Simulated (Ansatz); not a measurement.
Ansatz (a first-principles code) is run on Hf2Cu (I4/mmm, 3 atoms in the cell), and the run fails. The aim is a self-consistent single point with DFT, r2SCAN, plane waves, default PAW files made with PBE.

Cell that was meant: a = 6.0009 Å, b = 6.0009 Å, c = 6.0009 Å, α = 149.37°, β = 149.37°, γ = 43.86°.

Part of the input:

```yaml
  lattice:
    - [-1.58475000, 1.58475000, 5.56665000]
    - [1.58475000, -1.58475000, 5.56665000]
    - [0.00000000, 0.00000000, 11.13330000]
  atoms:
    - { symbol: Hf, position: [0.34000000, 0.34000000, 0.00000000] }
    - { symbol: Hf, position: [0.66000000, 0.66000000, 0.00000000] }
```

The program printed (abridged):

```
Error: invalid value for `crystal.lattice`: the lattice is degenerate (Ω = 0 Å³): its volume is under 1e-10 Å³
```

Problem. Read the log: what does the program object to, and what is the fix?

Solution. The fault is linearly dependent lattice vectors. Three vectors in one plane span no volume, and the reciprocal lattice does not exist. To fix it, correct the lattice vector. The program stopped before any SCF iteration.

An input that runs soundly differs in these lines (not the only fix; some lines may just follow from the change or write a value another way):
```diff
-    - [0.00000000, 0.00000000, 11.13330000]
+    - [1.58475000, 1.58475000, -5.56665000]
```

With that input, the run converged in 10 iterations: free energy E − TS (on the zero of these files) -38097.7873 eV; Fermi level (on the code's own zero) 19.33 eV; pressure -0.05 GPa; largest force (vector length) 0.783 eV/Å (DFT, r2SCAN, plane waves, default PAW files made with PBE).

On the sound input: the starting cell comes from a database of published, mostly measured structures (it also holds non-ambient and calculated ones), without a prior relaxation at this level. Spin polarisation is off. Ansatz's pressure includes its estimate of the finite-basis (Pulay) stress.
